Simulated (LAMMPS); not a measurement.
Molecular dynamics of a melt made from Al (fcc), 4000 atoms, at 1210 K and 0 GPa, brought to that temperature within a few picoseconds.

Computed with classical MD, pair style eam/fs, file AlFe_mm.eam.fs, run in LAMMPS.

| Item | Value |
|---|---|
| state found | liquid |
| density | 2.169 ± 0.008 g/cm³ |
| volume per atom | 20.66 ± 0.07 Å³/atom |
| enthalpy per atom | -2.9001 ± 0.0001 eV/atom |
| first peak of g(r) | 2.77 Å, height 2.7 |
| coordination number | 11.8 (counted to 3.86 Å) |
| most common Al-Al-Al angle | at the 3° bin centred on 55.5°, after smoothing over three bins (mean of all 96°) |
| self-diffusion coefficient of Al (not corrected for cell size) | (8.82 ± 0.05) × 10^-5 cm²/s |
| shear viscosity (Green-Kubo) | 0.96 ± 0.07 mPa s |
| mean frequency of the vibrational (phonon) density of states | 5.1 THz |
| cost | about 13 core-minutes (a rough figure) |

Potential: file AlFe_mm.eam.fs of the LAMMPS distribution; its header cites Mendelev, Srolovitz, Ackland and Han, J Mater Res 20, 208-218 (2005).

Caution: the potential EAM-type AlFe_mm.eam.fs is made for dilute Fe in Al.

States go by the mean squared displacement: a species diffuses where it passes 1.5 Å², still rises and gives D over 1e-6 cm²/s; a crystal has left its structure where atoms lie 0.35 Å off their sites on average or a cubic box changes its shape by 3 %, or the axial ratios of another lie 8 % off the starting cell's, which the potential's own relaxation can also do.

Errors of D are the spread over four groups of atoms in one short run; a floor of about 5 %, a picked value, is safer.

Errors shown are sampling errors alone.
